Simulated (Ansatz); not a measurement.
# MgZrO₃ (model structure, started from the LiNbO3 type, R3c, No. 161, 10 atoms in the cell)

All values below come from PBEsol+SOC (PAW; Ansatz, a first-principles code).

Numerical settings: plane-wave cutoff 520 eV, 6×6×6 k mesh, Fermi–Dirac smearing 0.01 eV, PAW data made under PBE.

Cell (relaxed with PBEsol):

```yaml
crystal:
  lattice:
    - [2.64139, 1.52501, 4.73069]
    - [-2.64139, 1.52501, 4.73069]
    - [0.00000, -3.05001, 4.73069]
  atoms:
    - { symbol: Mg, position: [0.30377, 0.30377, 0.30377] }
    - { symbol: Mg, position: [0.80377, 0.80377, 0.80377] }
    - { symbol: Zr, position: [0.01599, 0.01599, 0.01599] }
    - { symbol: Zr, position: [0.51599, 0.51599, 0.51599] }
    - { symbol: O, position: [0.71294, 0.11111, 0.40649] }
    - { symbol: O, position: [0.40649, 0.71294, 0.11111] }
    - { symbol: O, position: [0.11111, 0.40649, 0.71294] }
    - { symbol: O, position: [0.90649, 0.61111, 0.21294] }
    - { symbol: O, position: [0.21294, 0.90649, 0.61111] }
    - { symbol: O, position: [0.61111, 0.21294, 0.90649] }
```

| Item | Value |
|---|---|
| band gap | 4.75 eV |
| Γ–Γ gap | 5.11 eV |

Note: the relaxation could raise the start's symmetry but not lower it, so the cell can be a saddle point.

The result took about 2.9 core-minutes (a rough figure).

A model structure was made by putting elements into a prototype or built by hand; it is no filed structure, need not be a known phase, and can be a saddle point held by its symmetry.
